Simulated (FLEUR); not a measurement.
## Equation of state of bcc Ba (space group 229): energy against volume (FLEUR, PBE)

```
CELL_PARAMETERS angstrom
     -2.46537     2.46537     2.46537
      2.46537    -2.46537     2.46537
      2.46537     2.46537    -2.46537
ATOMIC_POSITIONS crystal
  Ba 0.00000 0.00000 0.00000
```

Method of the run: PBE, all-electron FLAPW (FLEUR), scalar-relativistic valence (FLEUR). Settings: Kmax = 4.33 1/bohr; GmaxXC = 17.3 1/bohr; xcFunctional = pbe; jspins = 1; l_soc = F; mode = hist; fermiSmearingEnergy = 0.00183747 Htr; mesh (inpgen div1-3) = 16 16 16; inpgen gamma flag = true; Gmax = 17.3 1/bohr; numbands = 0; maxIterBroyd = 99; imix = Anderson; alpha = 0.05; precondParam = 0; minDistance = 1e-05 me/bohr^3. The cell above is the first row's. The rows scale it uniformly. In all rows the k mesh is held. E is the free energy at the stated smearing, counted from the lowest row.

| V (Å^3/atom) | E (meV/atom) |
|---|---|
| 59.939 | ? |
| 61.242 | 1.80 |
| 62.545 | 0.14 |
| 63.848 | 0.00 |
| 65.151 | 1.27 |
| 66.454 | 3.86 |
| 67.757 | 7.65 |
| 69.060 | 12.57 |
| 70.363 | 18.51 |

Task: Fit E against V with the third-order Birch-Murnaghan form, a cubic in V^(-2/3), and predict the withheld value at V = 59.939.

Result: With u = V^(-2/3) - 0.0614, the rows have u = 0.0029626, 0.0020656, 0.0011992, 0.0003617, -0.0004483, -0.0012322, -0.0019915, -0.0027272. Least squares gives E = 2.263 - 3099.7·u + 1022101·u² - 9567412·u³. Residuals (row less fit): -0.002, 0.003, 0.001, -0.005, 0.001, -0.002, 0.005, -0.003; standard error 0.004 (degrees of freedom: 4). Its minimum lies at u = 0.0015501, so V0 = (0.0629501)^(-3/2) = 63.31. There d²E/du² = 1955000 and d³E/du³ = -5.740e7, so B0 = (4/9) × 63.31^(-7/3) × 1955000 × 0.160218 = 8.71 GPa (the last factor turns the table's units into GPa), and B0' = 4 + (2/3) × 0.0629501 × (-5.740e7)/1955000 = 2.8. At the withheld row, u = 0.0038921, so E = 2.263 - 3099.7 × 0.0038921 + 1022101 × 0.0038921² - 9567412 × 0.0038921³ = 5.118 meV/atom. The calculation gives 5.12 meV/atom, which the fit meets to the printed digits. The row lies outside the fitted rows, so this is an extrapolation. From the scatter of the fitted rows alone, a prediction at this place has a standard error of 0.013 meV/atom, so the miss is 0.2 times that.

Carrying the step between the two nearest rows on in a straight line would have given 3.46, off by 1.66; series whose last step already gives the withheld value aren't shown. The scan was laid around a cell of about the measured size, scaled by a guess for this functional. Values depend on the basis (sphere radii, cutoffs, local orbitals), which need not be converged. Spin-orbit coupling is off. Cutoffs and mesh are single choices, not tested for convergence of this quantity. Series with a scatter that would blur these digits, or in which a gap closes, are not shown. Nor are scans whose minimum lies at an end fitted in this form.
